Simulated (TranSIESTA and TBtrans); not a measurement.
Run with TranSIESTA and TBtrans (open boundaries, self-consistent; PseudoDojo norm-conserving potentials, scalar-relativistic): PAO.BasisSize DZP, PAO.EnergyShift 0.15 eV, XC.Authors PBE, Mesh.Cutoff 200 Ry, ElectronicTemperature 300 K, TS.Voltage 0.0 eV, TBT.Elecs.Eta 0.001 eV, no spin polarisation.

Junction: Ag chain with one S atom inserted. Leads: straight Ag chain, spacing 2.65 Å. Geometry: 3 atoms about the centre moved by SIESTA (PBE, DZP) to a largest force of 0.04 eV/Å, all others as built, motion along the axis alone.

Task: Predict: conductance at 300 K (G0 = 2e²/h); mean T from −0.5 to 0.5 eV.

Result: conductance at 300 K (G0 = 2e²/h): 0.36; mean T from −0.5 to 0.5 eV: 0.33. The straight chain is held at its spacing; free chains may zigzag or dimerise. No spin-polarised start was tried, so a magnetic state, if there is one, is missed.
